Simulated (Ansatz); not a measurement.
# What pressure 3 GPa does to MgSe

The reference is MgSe in the rock salt structure (space group Fm-3m, No. 225; a = 5.508 Å).

One thing is altered: a hydrostatic pressure of 3 GPa.

Calculations: PBE in Ansatz (plane waves to 420 eV, PAW, scalar-relativistic without spin-orbit coupling), earlier PAW set. Settings: 10×10×10 k-points, 0.05 eV Fermi–Dirac smearing.

The volume per atom decreases by 0.92 Å³, from 20.89 Å³ to 19.97 Å³ and the density rises by 0.19 g/cm³, from 4.10 g/cm³ to 4.29 g/cm³. The lattice parameter a decreases by 8.2 pm to 542.6 pm and the enthalpy H = E + PV relative to the base's energy amounts to +0.38 eV/atom. The band gap grows by 0.08 eV, from 1.77 eV to 1.85 eV and the gap character remains indirect, Γ → X. The smallest direct gap increases by 0.30 eV to 2.70 eV and the mean gap deformation potential ΔEg/Δln V comes out as -1.7 eV. The width of the top valence band goes up by 0.132 eV to 2.59 eV and the electron mass becomes 0.49 mₑ along k, 0.24 mₑ across (at X) (base: 0.48 mₑ along k, 0.24 mₑ across (at X)). The hole mass (degenerate bands, along [100]) changes from 0.16, 0.82, 0.82 mₑ (at Γ) to 0.17, 0.78, 0.78 mₑ (at Γ) and the valley order (the lowest conduction-band minima on the path, energy above the VBM, named in the base's zone) becomes X along ⟨100⟩ 1.85 eV; Γ 2.70 eV (base: X along ⟨100⟩ 1.77 eV; Γ 2.40 eV).

Load acts through the strain it causes; cell and atoms are relaxed under it. Effective masses come from finite differences of ±0.01 Å⁻¹. Along k means along the line from Γ to the band edge. No phonon test of stability was made.

Ansatz is a quantum-chemistry and plane-wave program.
